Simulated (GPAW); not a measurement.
Equation of state of rock-salt HfN (space group 225): energy against volume (GPAW, LDA)

```yaml
crystal:
  lattice:
    - [0.00000, 2.17210, 2.17210]
    - [2.17210, 0.00000, 2.17210]
    - [2.17210, 2.17210, 0.00000]
  atoms:
    - { symbol: Hf, position: [0.00000, 0.00000, 0.00000] }
    - { symbol: N, position: [0.50000, 0.50000, 0.50000] }
```

Method of the run: LDA (Perdew-Wang 92), GPAW PAW datasets LDA (gpaw-data 1.0.1) (plane waves; GPAW 25.7.0). Settings: mode = pw; ecut = 1040 eV; xc = LDA; kpts = 23 23 23; mesh shift (steps) = 0 0 0; occupations.name = fermi-dirac; occupations.width = 0.05 eV; nbands = -8; symmetry.symmorphic = false; symmetry.tolerance = 0.0005; maxiter = 150. The cell above is the first row's. The rows scale it uniformly. In all rows fractional positions and the k mesh are held. E is the free energy at the stated smearing, counted from the lowest row.

| V (Å^3/atom) | E (meV/atom) |
|---|---|
| 10.248 | 82.11 |
| 10.471 | 44.96 |
| 10.694 | 19.67 |
| 10.916 | 5.04 |
| 11.139 | 0.00 |
| 11.362 | 3.57 |
| 11.585 | 14.89 |
| 11.808 | 33.16 |
| 12.030 | ? |

Question: Using the third-order Birch-Murnaghan form, a cubic in V^(-2/3), estimate the missing E at V = 12.030 from the other rows, showing the fit.

Answer: With u = V^(-2/3) - 0.202, the rows have u = 0.009953, 0.006933, 0.004019, 0.001216, -0.001505, -0.004138, -0.006685, -0.009152. Least squares gives E = 1.706 + 2037.13·u + 602479·u² + 462051·u³. Residuals (row less fit): -0.010, 0.018, 0.015, -0.035, -0.003, 0.010, 0.016, -0.011; standard error 0.024 (degrees of freedom: 4). Its minimum lies at u = -0.001694, so V0 = (0.200306)^(-3/2) = 11.15. There d²E/du² = 1200000 and d³E/du³ = 2772000, so B0 = (4/9) × 11.15^(-7/3) × 1200000 × 0.160218 = 307 GPa (the last factor turns the table's units into GPa), and B0' = 4 + (2/3) × 0.200306 × (2772000)/1200000 = 4.3. The program's pressures in the fitted runs (not shown) pass through zero at V = 11.15, 0.02 % from this V0. At the withheld row, u = -0.011532, so E = 1.706 + 2037.13 × (-0.011532) + 602479 × (-0.011532)² + 462051 × (-0.011532)³ = 57.627 meV/atom. The calculation gives 57.69 meV/atom, 0.063 meV/atom above the prediction (0.1 % of the range of E in the table). The row lies outside the fitted rows, so this is an extrapolation. From the scatter of the fitted rows alone, a prediction at this place has a standard error of 0.058 meV/atom, so the miss is 1.1 times that.

Carrying the step between the two nearest rows on in a straight line would have given 51.35, off by 6.34; series whose last step already gives the withheld value aren't shown. The scan was laid around a cell of about the measured size, scaled by a guess for this functional. The runs keep the symmetry of the cell, so they don't test it for distortions. Spin-orbit coupling is off. Cutoffs and mesh are single choices, not tested for convergence of this quantity. Series with a scatter that would blur these digits, or in which a gap closes, are not shown. Nor are scans whose minimum lies at an end fitted in this form.
